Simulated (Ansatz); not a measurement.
Levels about the gap of amorphous Si20O32C6H16 (74 atoms in a cell of 1070 Å³, 1.80 g/cm³; zone centre alone, so wide bands show as single levels with stretches between that a denser mesh fills), at the geometry that PBE relaxed, where it gives 0.0 GPa on a denser mesh. The participation number counts the atoms over which a state spreads; weights are charges in smoothed Voronoi cells. The levels come from a single point, so bond lengths are those of that geometry. Method of the levels: r2SCAN, scalar-relativistic without spin-orbit coupling (Ansatz, a program for electronic structure). Sampling: the zone centre alone; Fermi-Dirac width 0.01 eV; collinear spin, started from moments on atoms (the moments died out). At PBE the levels at the filled edge of the gap are localised (band-tail or defect states), and the nearest spread-out levels lie 3.9 eV apart at the zone centre.

The cell was made by melting and quenching with the CHGNet potential and then relaxed with DFT. O atoms were pushed apart under 1.9 Å during the dynamics, to hinder bonds among them. The hot cell started wider than the set density and was brought back towards it in steps. It is the lowest in DFT energy of 2 quenches. It is a model cell: composition and starting density were chosen by hand, and all elements were melted together. No dispersion term was used. Its density started from a set value of 1.80 and ended at 1.80 g/cm³. Cooling (nominally 340 K/ps over its main leg) ran many orders faster than in experiment, which tends to leave more defects and strain. Values belong to this one cell and scatter from quench to quench. The volume was free in the relaxation, at fixed shape. Stress components on the final sampling reach 1.6 GPa.

| E - E(highest filled), eV | filling | spin | participation number | largest on | weight Si | weight O | weight C | weight H |
|---|---|---|---|---|---|---|---|---|
| -1.87 | filled | dn | 5.0 | C, 3 neighbours | 0.22 | 0.36 | 0.40 | 0.02 |
| -1.61 | filled | up | 7.3 | O, 1 neighbours | 0.28 | 0.52 | 0.15 | 0.05 |
| -1.61 | filled | dn | 7.3 | O, 1 neighbours | 0.28 | 0.52 | 0.15 | 0.05 |
| -1.40 | filled | up | 3.2 | Si, 2 neighbours | 0.54 | 0.18 | 0.01 | 0.27 |
| -1.40 | filled | dn | 3.2 | Si, 2 neighbours | 0.54 | 0.18 | 0.01 | 0.27 |
| 0.00 | filled | dn | 2.5 | Si, 3 neighbours | 0.65 | 0.29 | 0.01 | 0.06 |
| 0.00 | filled | up | 2.5 | Si, 3 neighbours | 0.65 | 0.29 | 0.01 | 0.06 |
| 1.29 | empty | dn | 11.0 | H, 2 neighbours | 0.42 | 0.25 | 0.12 | 0.22 |
| 1.29 | empty | up | 11.0 | H, 2 neighbours | 0.42 | 0.25 | 0.12 | 0.22 |
| 2.03 | empty | dn | 22.0 | Si, 2 neighbours | 0.43 | 0.31 | 0.07 | 0.19 |
| 2.03 | empty | up | 22.0 | Si, 2 neighbours | 0.43 | 0.31 | 0.07 | 0.19 |
| 2.15 | empty | dn | 18.1 | Si, 2 neighbours | 0.47 | 0.26 | 0.08 | 0.20 |
| 2.15 | empty | up | 18.1 | Si, 2 neighbours | 0.47 | 0.26 | 0.08 | 0.20 |
| 2.24 | empty | dn | 19.0 | Si, 4 neighbours | 0.37 | 0.37 | 0.15 | 0.11 |

Most localised among these is the filled level at -0.00 eV, on a Si atom, which has 3 neighbours (O 1.72 Å, O 1.75 Å, O 1.83 Å).
